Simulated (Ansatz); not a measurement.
Base system: Na in the bcc (W type) structure (space group Im-3m, No. 229; a = 4.173 Å; relaxed with 0.1 eV smearing). Axes: x, y, z lie along the cube axes.

Level of theory: DFT with PBEsol, PAW potentials and a 420 eV plane-wave cutoff in Ansatz (a program for electronic structure), no spin-orbit coupling.

For the base:

| Property | Value |
|---|---|
| Pressure | 0.0 GPa |
| Shortest interatomic distance | 3.614 Å |

Modification: the cell is compressed by 2.00 % along z with no lateral relaxation; the atoms relax in the strained cell.

Problem. What happens to the pressure, energy relative to the base and shortest interatomic distance?

Solution. The pressure (mean of the normal stresses, compression positive) goes from zero to 0.2 GPa; the energy grows by 0.4 meV/atom; the shortest interatomic distance drops by 0.024 Å, from 3.614 Å to 3.590 Å.

Stability against distortions was not tested.
